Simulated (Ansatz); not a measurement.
## HgTe under a change: x(Cd) = 0.75, 8 atoms, P-43m

Consider HgTe in the zinc blende structure (space group F-43m, No. 216; a = 6.573 Å).

The other end (x = 1) is CdTe in the zinc blende structure (space group F-43m, No. 216): 35.24 Å³/atom, gap 1.17 eV.

It is then changed as follows: a fraction x = 0.75 of the Hg sites is given to Cd, ordered in a cell of 8 atoms (starting symmetry P-43m) and fully relaxed.

All numbers come from r2SCAN/PAW in Ansatz (a program for electronic structure), spin-orbit coupling left out. Γ-centred 5×5×5 mesh, Fermi–Dirac width 0.05 eV, for the changed cell.

Volume per atom: 35.31 Å³ (base 35.49 Å³)
Density: 6.16 g/cm³ (base 7.68 g/cm³)
Shortest interatomic distance: 2.839 Å (base 2.846 Å)
Band gap: 0.69 eV (base zero)
Gap character (in this cell's own zone, which can be folded): direct at Γ
Electron mass: 0.059 mₑ (at Γ)
Hole mass (degenerate bands, along [100]): 0.059, 0.52, 0.52 mₑ (at Γ)
Mixing energy: 0.00 eV/atom (to 0.01 eV only: unlike meshes or grids)
Deviation of the volume from the linear (Vegard-type) interpolation: 0.0 %
Mean first-shell distances: Hg–Te 2.849 Å (end compound 2.846 Å), Cd–Te 2.839 Å (end compound 2.839 Å)

These are small ordered cells, not random alloys; other orderings at the same x differ. Spin-orbit coupling, missing from the scalar runs, can matter with Hg and Te. Effective masses come from finite differences of ±0.01 Å⁻¹. Stability against distortions was not tested. All final runs are without spin polarisation. The zero or small gap of HgTe can change with the level of theory. Labels are those of the standard path for the cell's own space group.
